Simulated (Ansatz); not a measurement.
HfSiO₄ (I4₁/amd, No. 141, 12 atoms in the cell; start COD 9000852) was calculated with PBEsol in Ansatz (plane waves, PAW).

Settings: plane-wave cutoff 520 eV, 8×8×8 k mesh, Fermi–Dirac smearing 0.01 eV, scalar-relativistic PAW data made under PBE.

Cell (relaxed at this level):

```xyz
12
Lattice="-3.2913 3.2913 2.9828 3.2913 -3.2913 2.9828 3.2913 3.2913 -2.9828" Properties=species:S:1:pos:R:3 pbc="T T T"
Hf     0.0000     0.0000     0.0000
Hf     0.0000     3.2913     1.4914
Si     0.0000     0.0000     2.9828
Si     3.2913     0.0000     1.4914
O      2.0749     3.2913     1.0851
O      3.2913    -1.2164     2.5765
O      1.2164     0.0000     4.0679
O      3.2913     1.2164     2.5765
O      2.0749     0.0000     0.4063
O      0.0000     1.2164     1.8977
O      4.5076     0.0000     0.4063
O      3.2913     2.0749    -1.0851
```

**Question.** What does this level give for the band gap, smallest direct gap on the k points sampled and Γ–Γ gap?

**Answer.** 
* **band gap**: 5.37 eV
* **smallest direct gap on the k points sampled**: 5.74 eV
* **Γ–Γ gap**: 5.78 eV

Note: the relaxation could not lower the start's symmetry, so a distorted cell can lie lower.

Spin–orbit coupling is not included.

Cost on a shared machine: around 2.4 core-minutes (rough).

Ansatz is a program for electronic structure.
